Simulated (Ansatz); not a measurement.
NH4Br (P-43m, No. 215, 6 atoms in the cell; start mp-36248), treated with PBEsol in Ansatz (plane waves, PAW).

Settings: plane-wave cutoff 500 eV, 10×10×10 k mesh, gaussian smearing 0.02 eV, scalar-relativistic PAW data made under PBE.

Cell (relaxed at this level):

```
CELL_PARAMETERS angstrom
      3.96720     0.00000     0.00000
      0.00000     3.96720     0.00000
      0.00000     0.00000     3.96720
ATOMIC_POSITIONS crystal
  H  0.15235 0.15235 0.84765
  H  0.15235 0.84765 0.15235
  H  0.84765 0.84765 0.84765
  H  0.84765 0.15235 0.15235
  Br 0.50000 0.50000 0.50000
  N  0.00000 0.00000 0.00000
```

Problem. Estimate the band gap that the calculation returns.

Solution. 
- band gap: 4.18 eV (on the SCF k mesh)

Note: the relaxation could not lower the start's symmetry, so the cell can be a saddle point above a distorted one.

Spin–orbit coupling is not included.

Static lattice: no zero-point or thermal effects.

A start named mp-… is a Materials Project structure, which need not be a measured phase.

Ansatz is a program for electronic structure.
